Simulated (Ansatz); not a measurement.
System: CrAgO₂ (R-3m, No. 166, 4 atoms in the cell; start mp-19378). Method: PBEsol (PAW; Ansatz, an electronic-structure program).

Settings: plane-wave cutoff 500 eV, 16×16×16 k mesh, Fermi–Dirac smearing 0.05 eV, spin-polarised start, scalar-relativistic PAW data made under PBE.

Cell (relaxed at this level):

Space group R-3m, hexagonal axes (No. 166); a = 2.966 Å, b = 2.966 Å, c = 18.455 Å, α = 90.00°, β = 90.00°, γ = 120.00°

| atom | site | symmetry | x | y | z |
|---|---|---|---|---|---|
| Cr | 3b | -3m | 0.0000 | 0.0000 | 0.5000 |
| Ag | 3a | -3m | 0.0000 | 0.0000 | 0.0000 |
| O | 6c | 3m | 0.0000 | 0.0000 | 0.1134 |
(The calculation used a cell of 4 atoms; values per cell refer to that cell.)

Question: Estimate the band gap that the calculation returns.

Answer: 
- band gap = 0.28 eV (on the SCF k mesh)

Note: the magnetic order was assumed, not searched for or taken from measurement; the relaxation could not lower the start's symmetry, so the cell can be a saddle point above a distorted one.

Spin–orbit coupling is not included.

Cost on a shared machine: roughly 9 core-minutes.

A start named mp-… is a Materials Project structure, which need not be a measured phase.
